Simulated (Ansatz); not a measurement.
Base system: MgO (space group P3m1, No. 156; a = 3.2653 Å, c = 15.5094 Å; a cell from a computed database, its experimental status unchecked). Axes: x lies along a and z along c of the hexagonal cell.

The values are results of Ansatz (a first-principles code), PBEsol, PAW, cutoff 420 eV, scalar-relativistic without spin-orbit coupling, not measurements.

Before the change:

The electron mass is 0.33 mₑ (at Γ) and the width of the top valence band is 0.40 eV.

The change: uniaxial stress, 3 GPa compression along z; all other stress components relax to zero.

Question: What happens to the electron mass?

Answer: The electron mass goes from 0.33 mₑ (at Γ) to 0.34 mₑ (at Γ).

Question: How does this affect the width of the top valence band?

Answer: The width of the top valence band rises by 0.04 eV, from 0.40 eV to 0.44 eV.

The levels and masses belong to the bands next to the band gap. Load acts through the strain it causes; cell and atoms are relaxed under it. Masses are band curvatures over ±0.01 Å⁻¹ around the edge. Beyond what the load breaks, stability against distortions was not tested. The base started in Cm and relaxed to P3m1 at this level. This is not the structure that MgO has at room temperature and ambient pressure.
